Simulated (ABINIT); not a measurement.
ABINIT 10.0.3, DFT, PBE, plane waves, JTH v2.0 PBE PAW: bcc W, atoms displaced (W16), 16 atoms. Basis and mesh were picked for this test and aren't claimed converged.

```text
pseudos "W.GGA_PBE-JTH.xml"
acell 3*1.0 Angstrom
rprim
   6.3300000000    0.0000000000    0.0000000000
   0.0000000000    6.3300000000    0.0000000000
   0.0000000000    0.0000000000    6.3300000000
natom 16
ntypat 1
znucl 74
typat
1 1 1 1 1 1 1 1 1 1 1 1 1 1 1 1
xred
   0.9965570000    0.0010060000    0.9927860000
   0.2539140000    0.2465730000    0.2534450000
   0.0032640000    0.0053320000    0.5008260000
   0.2463430000    0.2482330000    0.7457460000
   0.9969260000    0.4949010000    0.9971000000
   0.2525570000    0.7512270000    0.2479200000
   0.9927750000    0.4903050000    0.4957550000
   0.2487880000    0.7515990000    0.7527350000
   0.4977200000    0.9982730000    0.9932910000
   0.7562590000    0.2523580000    0.2510710000
   0.5040800000    0.0054930000    0.5065250000
   0.7372480000    0.2457240000    0.7488270000
   0.5053540000    0.4915790000    0.9963700000
   0.7550120000    0.7521620000    0.2515610000
   0.5120130000    0.5047320000    0.5004230000
   0.7455430000    0.7469430000    0.7522050000
ecut 15.0
pawecutdg 30.0
pawovlp -1
nband 144
ngkpt 2 2 2
nshiftk 1
shiftk 0 0 0
nstep 100
tolvrs 1e-09
chkprim 0
chksymtnons 0
chksymbreak 0
occopt 3
tsmear 0.005
prtwf 0
prtden 0
prteig 0
prtebands 0
timopt -2
paral_kgb 1
np_spkpt 8
npband 6
npfft 1
bandpp 24
wfoptalg 114
```

The program reports k-points after symmetry: 8, bands: 144, symmetry operations: 1.

Hardware: AMD EPYC (Zen 5), 96 cores on 1 socket, no SMT, 12 L3 cache groups; 94 cores' worth of CPU time may be used.

Wall times, medians of two to five repeats, each run alone on the node (launch to exit). Processes are pinned to neighbouring cores unless said otherwise. Build: conda-forge: MPICH, OpenBLAS, FFTW3, no OpenMP, no ScaLAPACK. Other compilers and libraries give other times. Scratch files lie in a memory file system.

Started as
```bash
OMP_NUM_THREADS=1 mpirun -np 48 abinit run.abi
```
(48 ranks, npulayit = 7 (default)) it takes 16 s and 11 SCF iterations.

Estimate the wall time with npulayit = 4.

About 18 s (2 runs within 1 %): 1.1× as long. The largest move is in solving the bands at each k-point (vtowfk): 11 s to 13 s. Most of it follows the count of iterations, 11 against 13. Change in the result: energy under 0.001 meV/atom, forces (largest component) 0.012 meV/Å, pressure under 0.001 GPa.
